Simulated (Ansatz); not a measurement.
# Effect of N → P on Cu3N

Start from Cu3N (space group Pm-3m, No. 221; a = 3.765 Å).

Perturbation: every N is replaced by P; the structure is relaxed again.

Computed with PBEsol, PAW, 420 eV (Ansatz, a quantum-chemistry and plane-wave program; scalar-relativistic without spin-orbit coupling). Settings: 8×8×8 k-points, 0.05 eV Fermi–Dirac smearing, for the changed cell.

The lattice parameter a rises by 55.3 pm, from 376.5 pm to 431.8 pm and the space group remains Pm-3m (No. 221). The shortest interatomic distance increases by 27.64 pm to 215.9 pm and the band gap goes from zero to 0.39 eV.

Cost of the whole job for the changed cell (relaxation, final SCF and bands): around 70 core-seconds (rough).

Whether these cells are dynamically stable was not tested. As relaxed here, Cu3P is a hypothetical phase, not in the database extracts checked. The final runs are not spin-polarised. Gaps under 0.05 eV, about the width of the smearing, are given as zero. A zero or small gap of Cu3N can be the functional's error rather than a property of the material.
